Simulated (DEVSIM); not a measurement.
Device: Mo/SiO2/p-Si capacitor, at 300 K.

```tsv
layer (left to right)	material	thickness (nm)	Na (cm⁻³)
1	SiO2	19.0	-
2	Si	730	6.2e17
```

Metal gate on the left, work function 4.6 eV. Fixed charge at the semiconductor interface -3.2e10 cm⁻² (in units of +e); interface traps 5e10 cm⁻² eV⁻¹, uniform in energy, neutral level at 0.7 of the gap above the valence band.

This is a model device: material constants are rounded textbook-type values typed into the input, and sizes, dopings and lifetimes were drawn at random. Values at 300 K.

| parameter | SiO2 | Si |
|---|---|---|
| gap (eV) | 9 | 1.124 |
| affinity (eV) | 0.9 | 4.05 |
| permittivity | 3.9 | 11.7 |
| Nc (cm⁻³) | - | 2.86e19 |
| Nv (cm⁻³) | - | 3.1e19 |

Model (solved in DEVSIM): 1D Poisson equation in equilibrium, Boltzmann statistics, complete ionisation; no quantum confinement or tunnelling. Metal contacts follow the ideal Schottky-Mott rule: no Fermi-level pinning, no interface dipoles.

Question: Tabulate band edges, carrier densities and field at -2.6 V on the gate.

Answer: Energies count from the Fermi level of the right contact; mesh points crowd at the junctions.

| x (μm) | Ec (eV) | Ev (eV) | n (cm⁻³) | p (cm⁻³) | field (V/cm) |
|---|---|---|---|---|---|
| 0.000 | 6.300 | -2.700 | < 1e2 | < 1e2 | -1100000 |
| 0.001149 | 6.177 | -2.823 | < 1e2 | < 1e2 | -1100000 |
| 0.003291 | 5.947 | -3.054 | < 1e2 | < 1e2 | -1100000 |
| 0.007287 | 5.517 | -3.483 | < 1e2 | < 1e2 | -1100000 |
| 0.01435 | 4.759 | -4.241 | < 1e2 | < 1e2 | -1100000 |
| 0.01712 | 4.461 | -4.539 | < 1e2 | < 1e2 | -1100000 |
| 0.01861 | 4.301 | -4.699 | < 1e2 | < 1e2 | -1100000 |
| 0.02005 | 1.084 | -0.040 | < 1e2 | 6.5e18 | -190000 |
| 0.02233 | 1.056 | -0.068 | < 1e2 | 2.2e18 | -80000 |
| 0.02698 | 1.035 | -0.089 | 120 | 9.7e17 | -24000 |
| 0.03643 | 1.025 | -0.099 | 180 | 6.6e17 | -3500 |
| 0.06737 | 1.023 | -0.101 | 190 | 6.2e17 | ≈ 0 |
| 0.1186 | 1.023 | -0.101 | 190 | 6.2e17 | ≈ 0 |
| 0.2226 | 1.023 | -0.101 | 190 | 6.2e17 | ≈ 0 |
| 0.4890 | 1.023 | -0.101 | 190 | 6.2e17 | ≈ 0 |
| 0.6217 | 1.023 | -0.101 | 190 | 6.2e17 | ≈ 0 |
| 0.6870 | 1.023 | -0.101 | 190 | 6.2e17 | ≈ 0 |
| 0.7191 | 1.023 | -0.101 | 190 | 6.2e17 | ≈ 0 |
| 0.7381 | 1.023 | -0.101 | 190 | 6.2e17 | ≈ 0 |
| 0.7442 | 1.023 | -0.101 | 190 | 6.2e17 | ≈ 0 |
| 0.7472 | 1.023 | -0.101 | 190 | 6.2e17 | ≈ 0 |
| 0.7490 | 1.023 | -0.101 | 190 | 6.2e17 | ≈ 0 |
